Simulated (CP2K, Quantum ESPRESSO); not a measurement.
# Equation of state of zinc-blende CdS (space group 216): energy against volume (CP2K, PBE)

```xyz
2
Lattice="4.1024 0.0000 0.0000 2.0512 3.5528 0.0000 2.0512 1.1843 3.3496" Properties=species:S:1:pos:R:3 pbc="T T T"
Cd     0.0000     0.0000     0.0000
S      6.1536     3.5528     2.5122
```

Method of the run: PBE, GPW, DZVP-MOLOPT-SR-GTH basis, GTH-PBE potentials (GTH_POTENTIALS) run with CP2K. Settings: CUTOFF = 650 Ry; REL_CUTOFF = 50 Ry; SMEAR/METHOD = FERMI_DIRAC; ELECTRONIC_TEMPERATURE = 116.05 K; KPOINTS/SCHEME = MONKHORST-PACK 12 12 12; GAMMA_CENTERED = T; XC_FUNCTIONAL = PBE; Cd/BASIS_SET = DZVP-MOLOPT-SR-GTH-q12; Cd/POTENTIAL = GTH-PBE-q12; S/BASIS_SET = DZVP-MOLOPT-SR-GTH-q6; S/POTENTIAL = GTH-PBE-q6; METHOD = GPW; EPS_DEFAULT = 1e-11; NGRIDS = 5; SCF_GUESS = ATOMIC; EPS_SCF = 1e-06. The cell above is the first row's. The rows scale it uniformly. In all rows fractional positions and the k mesh are held. E is the free energy at the stated smearing, counted from the lowest row.

| V (Å^3/atom) | E (meV/atom) |
|---|---|
| 24.4098 | ? |
| 24.9405 | 17.52 |
| 25.4711 | 7.49 |
| 26.0018 | 1.80 |
| 26.5324 | 0.00 |
| 27.0631 | 1.68 |
| 27.5937 | 6.48 |
| 28.1244 | 14.07 |
| 28.6550 | 24.16 |

Fit E of the 8 rows that show it with the third-order Birch-Murnaghan form, a cubic in V^(-2/3). With u = V^(-2/3) - 0.112, the rows have u = 0.005147, 0.003514, 0.001937, 0.000413, -0.001062, -0.002488, -0.003870, -0.005209. Least squares gives E = 0.134 - 640.9·u + 771725·u² + 1775541·u³. Residuals (row less fit): -0.002, 0.002, -0.001, -0.001, -0.003, 0.002, 0.001, -0.001; standard error 0.002 (degrees of freedom: 4). Its minimum lies at u = 0.000415, so V0 = (0.112415)^(-3/2) = 26.53. There d²E/du² = 1548000 and d³E/du³ = 1.065e7, so B0 = (4/9) × 26.53^(-7/3) × 1548000 × 0.160218 = 52.5 GPa (the last factor turns the table's units into GPa), and B0' = 4 + (2/3) × 0.112415 × (1.065e7)/1548000 = 4.5. The program's pressures in the fitted runs (not shown) pass through zero at V = 26.53, 0.00 % from this V0.

Problem. What does the fit predict for E at V = 24.4098, and how far is the calculated value from it?

Solution. u = 0.006839, so E = 0.134 - 640.9 × 0.006839 + 771725 × 0.006839² + 1775541 × 0.006839³ = 32.414 meV/atom. The calculation gives 32.37 meV/atom, 0.044 meV/atom below the prediction (0.1 % of the range of E in the table). The row lies outside the fitted rows, so this is an extrapolation. From the scatter of the fitted rows alone, a prediction at this place has a standard error of 0.007 meV/atom, so the miss is 6.6 times that.

Carrying the step between the two nearest rows on in a straight line would have given 27.55, off by 4.82; series whose last step already gives the withheld value aren't shown. The reference cell has the volume at which an earlier scan in this program and functional put its minimum by a fit (its basis settings may differ). This is a metastable polymorph. The runs keep the symmetry of the cell, so they don't test it for distortions. A plane-wave scan with the same functional (Quantum ESPRESSO, GBRV) gives V0 = 26.16 Å^3/atom and B0 = 53.3 GPa; a Birch-Murnaghan fit to all rows here lies 1.4 % from it in V0 and -2 % in B0; the two differ in basis, and may differ in potentials and mesh. Values carry the incompleteness of an atom-centred basis. Cutoffs and mesh are single choices, not tested for convergence of this quantity. Series with a scatter that would blur these digits, or in which a gap closes, are not shown. Nor are scans whose minimum lies at an end fitted in this form.

Terms beyond the fitted order, or numerical noise in single rows, can give a miss of this size; the table doesn't tell which.
